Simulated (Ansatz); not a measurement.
## Al in the fcc (Cu type) structure (space group Fm-3m, No. 225)

```yaml
crystal:
  lattice:
    - [0.00000, 2.00717, 2.00717]
    - [2.00717, 0.00000, 2.00717]
    - [2.00717, 2.00717, 0.00000]
  atoms:
    - { symbol: Al, position: [0.00000, 0.00000, 0.00000] }
```

Level of theory: Ansatz (a quantum-chemistry and plane-wave program) PBEsol, spin-orbit coupling left out. Γ-centred 20×20×20 mesh, Fermi–Dirac width 0.05 eV.

```json
{
 "volume_per_atom": "16.17 Å³",
 "density": "2.77 g/cm³",
 "band_gap": "zero",
 "total_energy": "-524.548 eV/atom (σ→0; compares only within this code and set-up)"
}
```

Stability against distortions was not tested.
